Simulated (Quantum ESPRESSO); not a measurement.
A self-consistent single point of AgAuO3 (Fd-3m, 20 atoms in the cell) with Quantum ESPRESSO.

Method of the run: PBEsol, GBRV 1.5 ultrasoft (PBESOL) pseudopotentials (plane waves; Quantum ESPRESSO 7.5).

```yaml
crystal:
  lattice:
    - [0.00000, 5.15193, 5.15193]
    - [5.15193, 0.00000, 5.15193]
    - [5.15193, 5.15193, 0.00000]
  atoms:
    - { symbol: Ag, position: [0.62500, 0.62500, 0.62500] }
    - { symbol: Ag, position: [0.12500, 0.62500, 0.62500] }
    - { symbol: Ag, position: [0.62500, 0.62500, 0.12500] }
    - { symbol: Ag, position: [0.62500, 0.12500, 0.62500] }
    - { symbol: Au, position: [0.12500, 0.12500, 0.62500] }
    - { symbol: Au, position: [0.12500, 0.62500, 0.12500] }
    - { symbol: Au, position: [0.12500, 0.12500, 0.12500] }
    - { symbol: Au, position: [0.62500, 0.12500, 0.12500] }
    - { symbol: O, position: [0.46629, 0.03371, 0.03371] }
    - { symbol: O, position: [0.78371, 0.21629, 0.78371] }
    - { symbol: O, position: [0.03371, 0.46629, 0.46629] }
    - { symbol: O, position: [0.21629, 0.78371, 0.21629] }
    - { symbol: O, position: [0.03371, 0.46629, 0.03371] }
    - { symbol: O, position: [0.78371, 0.78371, 0.21629] }
    - { symbol: O, position: [0.46629, 0.03371, 0.46629] }
    - { symbol: O, position: [0.21629, 0.21629, 0.78371] }
    - { symbol: O, position: [0.03371, 0.03371, 0.46629] }
    - { symbol: O, position: [0.21629, 0.78371, 0.78371] }
    - { symbol: O, position: [0.46629, 0.46629, 0.03371] }
    - { symbol: O, position: [0.78371, 0.21629, 0.21629] }
```

Reference input (self-consistent single point, DFT, PBEsol, plane waves, GBRV 1.5 ultrasoft (PBESOL) pseudopotentials): ecutwfc = 40 Ry; ecutrho = 320 Ry; occupations = smearing; smearing = fermi-dirac; degauss = 0.00147 Ry; potentials = {Ag: ag_pbesol_v1.4.uspp.F.UPF, Au: au_pbesol_v1.uspp.F.UPF, O: o_pbesol_v1.2.uspp.F.UPF}; K_POINTS = automatic 5 5 5 0 0 0; conv_thr = 1e-11 Ry. This run's input differs from it in these lines:

```diff
@@ -12,4 +12,4 @@
    ntyp = 3
-   ecutwfc = 40
-   ecutrho = 320
+   ecutwfc = 46
+   ecutrho = 368
    occupations = 'smearing'
```

Log, with long lists cut:

```
     Self-consistent Calculation

     iteration #  1     ecut=    46.00 Ry     beta= 0.70

     total energy              =   -2016.65158089 Ry
     estimated scf accuracy    <      14.93065311 Ry

     iteration #  2     ecut=    46.00 Ry     beta= 0.70

     total energy              =   -2020.67863526 Ry
     estimated scf accuracy    <      45.36699897 Ry

     iteration #  3     ecut=    46.00 Ry     beta= 0.70

     total energy              =   -2026.01022987 Ry
     estimated scf accuracy    <       1.17103498 Ry

   [... 9 blocks of this kind left out ...]

     iteration # 13     ecut=    46.00 Ry     beta= 0.70

     total energy              =   -2026.14775314 Ry
     estimated scf accuracy    <          1.8E-11 Ry

     iteration # 14     ecut=    46.00 Ry     beta= 0.70
     End of self-consistent calculation

     the Fermi energy is     9.0995 ev

!    total energy              =   -2026.14775314 Ry
     estimated scf accuracy    <          5.4E-13 Ry
     smearing contrib. (-TS)   =      -0.00000817 Ry
     internal energy E=F+TS    =   -2026.14774496 Ry

     convergence has been achieved in  14 iterations

     Forces acting on atoms (cartesian axes, Ry/au):

     atom    1 type  1   force =    -0.00000000   -0.00000000    0.00000000
     atom    2 type  1   force =    -0.00000000    0.00000000    0.00000000
     atom    3 type  1   force =    -0.00000000   -0.00000000    0.00000000
     atom    4 type  1   force =    -0.00000000    0.00000000    0.00000000
     atom    5 type  2   force =     0.00000000    0.00000000   -0.00000000
   [... lines left out ...]

     Total force =     0.026685     Total SCF correction =     0.000002

          total   stress  (Ry/bohr**3)                   (kbar)     P=      -81.05
  -0.00055100   0.00000000   0.00000000          -81.05        0.00        0.00
   0.00000000  -0.00055100   0.00000000            0.00      -81.05        0.00
   0.00000000   0.00000000  -0.00055100            0.00        0.00      -81.05

   JOB DONE.
```

The run converged in 14 iterations. Against the reference run the free energy drops by 8.3 meV/atom, the pressure goes from -8.27 to -8.11 GPa, the largest force moves little (0.199 to 0.198 eV/Å) and the gap on the mesh hardly changes (0.204 to 0.203 eV).

The starting cell comes from a database of computed structures (which also holds hypothetical and non-ambient phases and stackings), without a prior relaxation at this level. Spin-orbit coupling is off.

Cost on one core of a shared machine: roughly 8 min.
